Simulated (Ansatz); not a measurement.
The parent structure is ZnSe in the zinc blende structure (space group F-43m, No. 216; a = 5.665 Å).

The change: cell and atoms relaxed at a pressure of 3 GPa.

Levels (all Ansatz, an electronic-structure program, PAW): r2SCAN (500 eV, without spin-orbit coupling); HSE06+SOC (420 eV, noncollinear with spin-orbit coupling).

The geometry is relaxed with r2SCAN.

| Item | Result |
|---|---|
| r2SCAN lowest conduction level above the VBM at special points | Γ 2.05 eV; L 3.13 eV; X 3.24 eV |
| r2SCAN valence-band top at Γ | 0.00, 0.00, 0.00 eV |

Task: How does going to HSE06+SOC change the lowest conduction level above the VBM at special points and valence-band top at Γ?

Result: The lowest conduction level above the VBM at special points goes from Γ 2.05 eV; L 3.13 eV; X 3.24 eV to Γ 2.47 eV; L 3.60 eV; X 3.60 eV; the valence-band top at Γ (three highest Kramers pairs, from the VBM) goes from 0.00, 0.00, 0.00 eV to 0.00, 0.00, -0.43 eV. The threefold valence maximum splits by Δso ≈ 0.43 eV.

Single points use the geometry relaxed with r2SCAN. Their cutoffs differ, which shifts pressures a little. Differences between runs with and without spin-orbit coupling are approximate. The levels and masses belong to the bands next to the band gap. Load acts through the strain it causes; cell and atoms are relaxed under it. Whether these cells are dynamically stable was not tested. Tetrahedral semiconductors of this kind turn to denser phases somewhere between about 1 and 50 GPa; those were not computed, so compressed cells here can lie past the real transition.
